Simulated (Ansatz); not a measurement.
Pressure series in hypothetical Pm-3n SiC

Start from SiC (space group Pm-3n, No. 223; a = 5.357 Å; a hypothetical phase, not in the database extracts checked).

Cell and atoms are relaxed at each pressure.

Calculations: Ansatz (an electronic-structure program) PBE, no spin-orbit coupling.

```
P (GPa)  V (Å³/atom)
-------  -----------
-1.98         12.971
-1.00         12.891
0.69          12.760
1.49          12.701
2.99          12.593
4.99          12.455
7.49          12.292
9.99          12.139
```

Q: Fit a third-order Birch–Murnaghan equation of state.

A: Least squares on P(V) = (3B₀/2)[(V₀/V)^(7/3) − (V₀/V)^(5/3)]·[1 + (3/4)(B₀′ − 4)((V₀/V)^(2/3) − 1)] gives V₀ = 12.81 Å³/atom, B₀ = 166 GPa and B₀′ = 3.9.

Load acts through the strain it causes; cell and atoms are relaxed under it. No phonon test of stability was made. No other phases were tried under pressure.
